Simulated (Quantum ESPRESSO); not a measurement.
Input and output of a self-consistent single point for TiGeIr (Pnma, 12 atoms in the cell) (Quantum ESPRESSO).

Computed with LDA (PZ), PSlibrary ultrasoft (LDA) pseudopotentials (plane waves; Quantum ESPRESSO 7.5).

```yaml
crystal:
  lattice:
    - [6.44190, 0.00000, 0.00000]
    - [0.00000, 4.03920, 0.00000]
    - [0.00000, 0.00000, 7.54213]
  atoms:
    - { symbol: Ti, position: [0.02718, 0.25000, 0.31300] }
    - { symbol: Ti, position: [0.97282, 0.75000, 0.68700] }
    - { symbol: Ti, position: [0.47282, 0.75000, 0.81300] }
    - { symbol: Ti, position: [0.52718, 0.25000, 0.18700] }
    - { symbol: Ge, position: [0.26072, 0.25000, 0.62146] }
    - { symbol: Ge, position: [0.73928, 0.75000, 0.37854] }
    - { symbol: Ge, position: [0.23928, 0.75000, 0.12146] }
    - { symbol: Ge, position: [0.76072, 0.25000, 0.87854] }
    - { symbol: Ir, position: [0.15466, 0.25000, 0.93929] }
    - { symbol: Ir, position: [0.84534, 0.75000, 0.06071] }
    - { symbol: Ir, position: [0.34534, 0.75000, 0.43929] }
    - { symbol: Ir, position: [0.65466, 0.25000, 0.56071] }
```

Reference input (self-consistent single point, DFT, LDA (PZ), plane waves, PSlibrary ultrasoft (LDA) pseudopotentials): ecutwfc = 60 Ry; ecutrho = 660 Ry; occupations = smearing; smearing = marzari-vanderbilt; degauss = 0.0073499 Ry; K_POINTS = automatic 3 5 3 0 0 0; conv_thr = 1e-10 Ry; mixing_beta = 0.7. This run's input differs from it in these lines:

```diff
@@ -15,4 +15,4 @@
   occupations = 'smearing'
-  smearing = 'marzari-vanderbilt'
-  degauss = 0.0073499
+  smearing = 'gaussian'
+  degauss = 0.0147
 /
```

Output (repeated stretches shortened):

```
     Self-consistent Calculation

     iteration #  1     ecut=    60.00 Ry     beta= 0.70

     Threshold (ethr) on eigenvalues was too large:
     Diagonalizing with lowered threshold

     total energy              =    -744.16590129 Ry
     estimated scf accuracy    <       0.94595265 Ry

     iteration #  2     ecut=    60.00 Ry     beta= 0.70

     total energy              =    -739.20923421 Ry
     estimated scf accuracy    <      80.50543184 Ry

     iteration #  3     ecut=    60.00 Ry     beta= 0.70

     total energy              =    -744.80439671 Ry
     estimated scf accuracy    <       0.16977917 Ry

   [... 24 blocks of this kind left out ...]

     iteration # 28     ecut=    60.00 Ry     beta= 0.70

     total energy              =    -744.80825974 Ry
     estimated scf accuracy    <          1.6E-09 Ry

     iteration # 29     ecut=    60.00 Ry     beta= 0.70
     End of self-consistent calculation

     the Fermi energy is    12.8804 ev

!    total energy              =    -744.80825974 Ry
     estimated scf accuracy    <          3.7E-11 Ry
     smearing contrib. (-TS)   =      -0.01448847 Ry
     internal energy E=F+TS    =    -744.79377127 Ry

     convergence has been achieved in  29 iterations

     Forces acting on atoms (cartesian axes, Ry/au):

     atom    1 type  1   force =     0.00102071    0.00000000   -0.00461155
     atom    2 type  1   force =    -0.00102071   -0.00000000    0.00461155
     atom    3 type  1   force =    -0.00102071    0.00000000   -0.00461155
     atom    4 type  1   force =     0.00102071    0.00000000    0.00461155
     atom    5 type  2   force =     0.00710163    0.00000000   -0.00134726
   [... lines left out ...]

     Total force =     0.022159     Total SCF correction =     0.000004

          total   stress  (Ry/bohr**3)                   (kbar)     P=     -174.85
  -0.00114628   0.00000000   0.00000000         -168.62        0.00        0.00
   0.00000000  -0.00118464   0.00000000            0.00     -174.27        0.00
   0.00000000   0.00000000  -0.00123489            0.00        0.00     -181.66

   JOB DONE.
```

The run converged in 29 iterations. Against the reference run the free energy falls by 8.0 meV/atom, the pressure goes from -17.61 to -17.48 GPa and the largest force moves little (0.185 to 0.186 eV/Å). The full log also holds: “c_bands:  4 eigenvalues not converged”.

The starting cell comes from a database of computed structures (which also holds hypothetical and non-ambient phases and stackings), without a prior relaxation at this level. Its lattice was rescaled by a random factor within 2.5 % of one. Spin-orbit coupling is off. Spin polarisation is off. With a pressure of about -17 GPa the cell is away from its equilibrium volume at this level.

Cost on one core of a shared machine: roughly 20 min.
